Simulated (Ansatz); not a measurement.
```xyz
2
Lattice="0.0000 2.6958 2.6958 2.6958 0.0000 2.6958 2.6958 2.6958 0.0000" Properties=species:S:1:pos:R:3 pbc="T T T"
P      1.3479     1.3479     1.3479
Ga     0.0000     0.0000     0.0000
```

Task: List the harmonic phonon frequencies (cm⁻¹; finite displacements on a 6×6×6 mesh, DFT at the LDA level (Ansatz, a program for electronic structure), k mesh 6×6×6) at q = (0.000, 0.333, 0.333), (0.167, 0.333, -0.500), (0.000, 0.167, -0.500), in fractions of this cell's reciprocal vectors. At Γ leave out the LO-TO shift.

Result: 
- (0.000, 0.333, 0.333): 98, 98, 209, 360, 360, 380
- (0.167, 0.333, -0.500): 109, 126, 200, 344, 361, 390
- (0.000, 0.167, -0.500): 92, 118, 214, 348, 360, 387
